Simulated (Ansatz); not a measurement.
System: CsCl-type NaI (model structure). Method: LDA (Ansatz, a first-principles code, plane waves, PAW).

Settings: plane-wave cutoff 500 eV, 8×8×8 k mesh, gaussian smearing 0.02 eV, scalar-relativistic PAW data made under PBE.

Cell (relaxed at this level):

```
NaI
1.0
    3.91225     0.00000     0.00000
    0.00000     3.91225     0.00000
    0.00000     0.00000     3.91225
Na I
1 1
Direct
  0.00000   0.00000   0.00000
  0.50000   0.50000   0.50000
```

**Question.** Predict the band gap.

**Answer.** 
- band gap = 2.19 eV (on the SCF k mesh)

Note: the relaxation could raise the start's symmetry but not lower it, so the cell can be a saddle point.

Spin–orbit coupling is not included; with these elements it can move the gap by several tenths of an eV or more.

A model structure was made by putting elements into a prototype or built by hand; it is no filed structure, need not be a known phase, and can be a saddle point held by its symmetry.
